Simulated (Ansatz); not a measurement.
Worked example: self-consistent single point of AlN (Pm-3m, 2 atoms in the cell) in Ansatz (an electronic-structure program).

Level of theory: PBE, harder PAW files (source: ansatz) (plane waves; Ansatz).

```yaml
crystal:
  lattice:
    - [2.48652, 0.00000, 0.00000]
    - [0.00000, 2.48652, 0.00000]
    - [0.00000, 0.00000, 2.48652]
  atoms:
    - { symbol: Al, position: [0.00000, 0.00000, 0.00000] }
    - { symbol: N, position: [0.50000, 0.50000, 0.50000] }
```

Reference input (self-consistent single point, DFT, PBE, plane waves, harder PAW files (source: ansatz)): basis.ecutwfc = 900 eV; kpoints.mp_grid.grid = 13 13 13; hamiltonian.xc = pbe; hamiltonian.pseudopotentials = {kind: paw, source: ansatz}; scf.occupations.method = methfessel_paxton; scf.occupations.width = 0.1 eV. This run's input differs from it in these lines:

Ansatz 0.2 input:
```diff
@@ -13,3 +13,3 @@
   mp_grid:
-    grid: [13, 13, 13]
+    grid: [9, 9, 9]
 hamiltonian:
```

Log, with long lists cut:

```
SCF iter   1: F=—  HF=-2814.480733 eV  |F-HF|=—  |Δ(HF+E_count)|=         —  Δρ=1.10e-1  dr2=1.75e0  ethr=3.10e-3  ⟨swp⟩=6.0  Hψ=2777  notcnv=0
all-band conjugate gradients solve this SCF's bands
preconditioner: auto → none
SCF iter   2: F=—  HF=-2814.267314 eV  |F-HF|=—  |Δ(HF+E_count)|=   2.13e-1  S|Δr|=    0.00e0  Δρ=6.64e-2  dr2=6.85e-1  ethr=3.10e-3  ⟨swp⟩=1.9  Hψ=796  notcnv=0
   [... lines left out ...]
SCF iter   6: F=—  HF=-2814.125305 eV  |F-HF|=—  |Δ(HF+E_count)|=   1.55e-5  S|Δr|=    0.00e0  Δρ=6.80e-5  dr2=6.57e-7  ethr=1.26e-7  ⟨swp⟩=2.0  Hψ=487  notcnv=0
SCF iter   7: F=-2814.125304 eV  HF=-2814.125304 eV  |F-HF|=4.30e-9  |Δ(HF+E_count)|=   1.72e-7  S|Δr|=    0.00e0  Δρ=5.62e-6  dr2=5.67e-9  ethr=6.25e-10  ⟨swp⟩=6.9  Hψ=2056  notcnv=0
the last iteration of the SCF fills more bands at one k-point than at another …
SCF 1 converged in 7 iterations: F = -2814.125304 eV  dr2 = 5.67e-9
Stability not checked (fill_not_monotonic)
Free energy (F): -2814.125304 eV
Internal energy: -2814.125794 eV  (E = F + TS)
E sigma→0 (E₀):  -2814.125427 eV
Entropy (-TS):   0.000489 eV (0.245 meV/atom)
Fermi energy:    16.494921 eV
--- Forces (eV/Å), atoms counted from 1 ---
  atom   1  Al    -0.00000000     0.00000000     0.00000000
  atom   2  N      0.00000000    -0.00000000    -0.00000000
--- Stress (GPa, compression-positive) ---
       38.929048       0.000000       0.000000
       -0.000000      38.929048       0.000000
        0.000000       0.000000      38.929048
  P = ⅓ Tr σ = 38.9290 GPa (389.290 kbar)
  The stress holds the Pulay correction. Without it, at fixed plane waves, as pw.x and ABINIT print it: P = 38.9126 GPa
```

The run converged in 7 iterations. Against the reference run the free energy falls by 9.4 meV/atom and the pressure goes from 39.21 to 38.93 GPa.

The starting cell was generated: these elements placed on a structure prototype, without a prior relaxation; it need not be a known phase or ordering of this composition. With a pressure of about 39 GPa the cell is away from its equilibrium volume at this level. Ansatz's pressure includes its estimate of the finite-basis (Pulay) stress. The run gives no clean gap (levels at the Fermi energy touch, overlap or are partly filled at this smearing), which alone does not show that the compound is a metal.
